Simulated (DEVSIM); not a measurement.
Structure: Si p-i-n diode, at 300 K.

| layer (left to right) | material | thickness (μm) | Nd (cm⁻³) | Na (cm⁻³) | τn (s) | τp (s) |
|---|---|---|---|---|---|---|
| 1 | Si | 0.680 | - | 8.9e17 | 1.7e-7 | 1.7e-7 |
| 2 | Si | 34.0 | 2.1e13 | - | 1.7e-7 | 1.7e-7 |
| 3 | Si | 0.650 | 1.2e17 | - | 1.7e-7 | 1.7e-7 |

Left contact: ohmic. Right contact: ohmic. Voltage is applied to the left contact. Recombination: SRH at mid-gap. Gap narrowing is on: ΔEg = 6.92 meV × (l + √(l² + 0.5)), l = ln(N/1.3e17 cm⁻³), shared equally by both band edges. Mobility is μmin + (μ − μmin)/(1 + (N/Nref)^α).

This is a model device: material constants are rounded textbook-type values typed into the input, and sizes, dopings and lifetimes were drawn at random. Values at 300 K. The table also holds parameters that only a changed run uses.

| parameter | Si |
|---|---|
| gap (eV) | 1.124 |
| affinity (eV) | 4.05 |
| permittivity | 11.7 |
| Nc (cm⁻³) | 2.86e19 |
| Nv (cm⁻³) | 3.1e19 |
| μn (cm²/Vs) | 1417 |
| μp (cm²/Vs) | 470 |
| μn,min | 52 |
| μp,min | 45 |
| Nref,n | 9.7e16 |
| Nref,p | 2.2e17 |
| αn | 0.68 |
| αp | 0.72 |
| Cn (cm⁶/s) | 2.8e-31 |
| Cp (cm⁶/s) | 9.9e-32 |

DEVSIM, 1D drift-diffusion, Boltzmann statistics, complete ionisation; no tunnelling, impact ionisation, image-force lowering or self-heating.

Base results: dark forward voltage at 1 A/cm² (V) 0.593; dark forward voltage at 100 A/cm² (V) 0.823; potential step across the device at zero bias (V) 0.875.

**Question.** What follows from this one change: doping Nd of layer 3 1.2e+17 → 3.6e+17 cm^-3?

**Answer.** dark forward voltage at 1 A/cm² little changed (0.594 V); dark forward voltage at 100 A/cm² 0.823 → 0.818 V; potential step across the device at zero bias 0.875 → 0.898 V.

**Question.** What follows from this one change: minority lifetime in layer 2 1.7e-07 → 5.1e-09 s?

**Answer.** dark forward voltage at 1 A/cm² 0.593 → 0.586 V; dark forward voltage at 100 A/cm² 0.823 → 0.837 V; potential step across the device at zero bias little changed (0.875 V).
